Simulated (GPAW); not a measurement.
# Short convergence ladders for WC (P3m1, 2 atoms in the cell)

```
CELL_PARAMETERS angstrom
      1.46227    -2.53274     0.00000
      1.46227     2.53274     0.00000
      0.00000     0.00000     2.85420
ATOMIC_POSITIONS crystal
  W  0.00000 0.00000 0.01752
  C  0.33333 0.66667 0.50000
```

Base method: LDA (Perdew-Wang 92), GPAW PAW datasets LDA (gpaw-data 1.0.1) (plane waves; GPAW).

Base settings: mode = pw; ecut = 950 eV; xc = LDA; kpts = 6 6 5; mesh shift (steps) = 0 0 0; occupations.name = methfessel-paxton; occupations.width = 0.1 eV; occupations.order = 0; nbands = -8; convergence.density = 1e-05 e/electron.

The count of work is k-points × plane waves × bands × iterations; it is no time. Core times come from one kind of shared machine, to one figure; runs under 30 s give none.

**The k-point mesh at a smearing width of 0.02 eV**

In this ladder: occupations.width = 0.02 eV.

Only quantities that move along the ladder and can be compared are tabulated.

| kpts | free energy less the last step's (meV/atom) | largest difference of a force vector from the last step's (eV/Å) | count of work / last | core time / last (rough) |
|---|---|---|---|---|
| 5 5 4 | 22.37 | 0.155 | 0.011 | – |
| 7 7 6 | 4.90 | 0.006 | 0.031 | – |
| 10 10 9 | -1.87 | 0.001 | 0.088 | 0.09 |
| 14 14 13 | 0.06 | 0.011 | 0.24 | 0.3 |
| 17 17 15 | -0.31 | 0.003 | 0.28 | 0.3 |
| 25 25 22 | 0.00 | 0.000 | 1.0 | 1 |

Coarsest kpts that holds the forces within 0.02 eV/Å of the last step, with all finer ones: 7 7 6, at 0.031 of the last step's count of work; the step before is off by 0.16 eV/Å.

Coarsest kpts that holds the free energy within 1 meV/atom of the last step, with all finer ones: 14 14 13, at 0.24 of the last step's count of work and about 0.3 of the last step's time; the step before is off by 1.9 meV/atom.

**The width of Gaussian smearing**

In this ladder: kpts = 10 10 8.

Narrow widths need finer meshes than wide ones, so the last steps can hold mesh noise.

Only quantities that move along the ladder and can be compared are tabulated; pressure and forces are left out, as mesh noise rules them at narrow widths.

| occupations.width | free energy less the last step's (meV/atom) | energy extrapolated to zero width less the last step's (meV/atom) |
|---|---|---|
| 1 eV | -43.78 | 11.51 |
| 0.5 eV | -7.32 | 2.24 |
| 0.3 eV | -1.87 | 0.33 |
| 0.1 eV | 0.00 | 0.00 |

Widest occupations.width that holds the free energy within 5 meV/atom of the last step, with all finer ones: 0.3 eV; the step before is off by 7.3 meV/atom.

Widest occupations.width that holds the energy extrapolated to zero width within 1 meV/atom of the last step, with all finer ones: 0.3 eV; the step before is off by 2.2 meV/atom.

On the base run: the starting cell has typed, rounded lattice constants, without a prior relaxation at this level. Its lattice was rescaled by up to half a per cent. One atom was moved a little off its site on purpose. Spin polarisation is off. Without a gap this mesh is coarse (it stands for a supercell whose shortest vector is 14 Å).

Left out of this page: 2 runs of the series outside the window shown, repeating another row's setting, or not comparable.
